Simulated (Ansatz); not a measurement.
Base system: CsSnI$_{3}$ in the cubic perovskite structure (space group Pm-3m, No. 221).

```xyz
5
Lattice="6.1305 0.0000 0.0000 0.0000 6.1305 0.0000 0.0000 0.0000 6.1305" Properties=species:S:1:pos:R:3 pbc="T T T"
Cs     0.0000     0.0000     0.0000
Sn     3.0653     3.0653     3.0653
I      3.0653     0.0000     3.0653
I      0.0000     3.0653     3.0653
I      3.0653     3.0653     0.0000
```

Cartesian axes are those of the cell as printed.

Calculations: PBEsol in Ansatz (plane waves to 420 eV, PAW, no spin-orbit coupling).

Before the change:

```
Property     Value
--------  --------
Pressure  0.00 GPa
```

Modification: biaxial strain +1.00 %, plane normal [111], relaxed out of plane (Cartesian); in-plane vectors clamped, the third vector and the atoms free.

Task: Estimate the effect on the ratio −ε⊥/ε∥.

Result: The ratio −ε⊥/ε∥ amounts to 1.25.

Task: How does this affect the pressure?

Result: The pressure (mean of the normal stresses, compression positive) goes from zero to -0.13 GPa.

Stability against distortions was not tested. Many cubic perovskites are stable only at high temperature; tilts and polar distortions were not tested.

Ansatz is a program for electronic structure.
